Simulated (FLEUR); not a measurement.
```xyz
4
Lattice="3.4093 0.0000 0.0000 0.0000 3.4093 0.0000 0.0000 0.0000 3.4093" Properties=species:S:1:pos:R:3 pbc="T T T"
Cr     0.0000     0.0000     0.0000
Fe     0.0000     1.7046     1.7046
Fe     1.7046     0.0000     1.7046
Fe     1.7046     1.7046     0.0000
```
Moments meant for the start (each program seeds them in its own way; μB, in the order of the atoms Cr Fe Fe Fe): 3.0 4.0 4.0 4.0.

Level of theory: FLEUR with LDA (Perdew-Zunger), all-electron FLAPW (FLEUR), scalar-relativistic valence.

The set-up and first iterations of a FLEUR log for CrFe3 (Pm-3m, 4 atoms in the cell):

```
      Welcome to FLEUR        (www.flapw.de)
      MaX-Release 8.1          (www.max-centre.eu)

 ========== k-point set info ==========
 Selected k-point list: default-1
 k-point list type: mesh
 9 x 9 x 9
 Number of k points: 35

 ------------Calculation Setup---------------------------
           1           5           7          35
 Number of basis functions:          244
 Iteration:     1   Distance:      85.26647944 me/bohr^3
 Iteration:     2   Distance:      70.36488069 me/bohr^3
 Iteration:     3   Distance:      47.55160807 me/bohr^3
 Iteration:     4   Distance:      52.47186970 me/bohr^3
 Iteration:     5   Distance:      44.22650566 me/bohr^3
```

Task: How does the run end?

Result: The run converged in 47 iterations. Its thresholds were met; that alone does not show that basis and mesh suffice. It ends on: free energy E − TS -132264.0433 eV; Fermi level (on the code's own zero) 12.72 eV; size of the cell's spin moment 0.00 μB. The log goes on:

```
   [... 38 lines left out ...]
 Iteration:    44   Distance:       0.00010233 me/bohr^3
 Iteration:    45   Distance:       0.00003552 me/bohr^3
 Iteration:    46   Distance:       0.00002961 me/bohr^3
 Iteration:    47   Distance:       0.00000274 me/bohr^3
 Run finished successfully
 Stop message:
   Structural relaxation: Done

[file out, last iteration]
             iter=     48
[...]
          total density-effective poten   -7.7230263328E+03
          total charge density-energy d   -2.0781482724E+02
 Updated energy parameters for spin:           1
 Updated energy parameters for spin:           2
[...]
 fermi energy and band-weighting factors:

[...]
FERMIE:
          first approx. to ef    (T=0)  :   0.466998 htr   (energy of the highest occ. eigenvalue)
          number of occ. states  (T=0)  :       2134
          first approx. to seigv (T=0)  : -42.364176 htr
          sum of weights of occ. states :  62.002743
          sum of semicore charge        :   0.000000 e
FERHIS:  Fermi-Energy by histogram:
          bandgap                     :   0.000106 htr
          charge neutrality (T=0)     :   0.002743    (zero if the highest occ. eigenvalue is "entirely" occupied)
   [... lines left out ...]
     EF_NEWTON:  Adjust Fermi-Energy by Newton-Method.
 Direct bandgap for spin            1 :    7.8961258425604974E-003  Htr
 Direct bandgap for spin            2 :    7.8961254433183581E-003  Htr
 ---->    free energy=                     -4860.6139404798 htr
   [... lines left out ...]
SPIN-2 FORCE FOR ATOM TYPE=  2  X=  0.000   Y=  3.221   Z=  3.221      FX_SP = 0.000000 FY_SP = 0.000000 FZ_SP = 0.000000
 ***** TOTAL FORCES ON ATOMS *****
 TOTAL FORCE FOR ATOM TYPE=  1  X=  0.000   Y=  0.000   Z=  0.000
                       FX_TOT= 0.000000 FY_TOT= 0.000000 FZ_TOT= 0.000000
 TOTAL FORCE FOR ATOM TYPE=  2  X=  0.000   Y=  3.221   Z=  3.221
                       FX_TOT= 0.000000 FY_TOT= 0.000000 FZ_TOT= 0.000000
 Structural relaxation: Done
```

For comparison: a first run was changed to give this one (lattice scaled by 0.98), and from it to this one the free energy falls by 23.7 meV/atom and the size of the net moment goes from 0.29 to 0.00 μB/atom.

The starting cell comes from a database of computed structures (which also holds hypothetical and non-ambient phases and stackings), without a prior relaxation at this level. Its lattice was rescaled by a random factor within 2.5 % of one. For this run, on top of that: lattice scaled by 0.98. The starting moments vanished: the run ended non-magnetic, which need not be the lowest state. Values depend on the basis (sphere radii, cutoffs, local orbitals), which need not be converged. The log's line on a gap gives a spacing of levels on this mesh, which the program prints for metals too.

FLEUR gives forces in its relaxation mode, with a further iteration, so its stop message speaks of a relaxation.

The run was DFT, LDA (Perdew-Zunger), all-electron FLAPW (FLEUR), scalar-relativistic valence. Main settings of its input:

- Kmax = 3.6 1/bohr
- GmaxXC = 12.6 1/bohr
- xcFunctional = pz
- jspins = 2
- l_soc = F
- mode = hist
- fermiSmearingEnergy = 0.00367493 Htr
- mesh (inpgen div1-3) = 9 9 9
- inpgen gamma flag = false
- Gmax = 12.6 1/bohr
- numbands = 0
- maxIterBroyd = 99
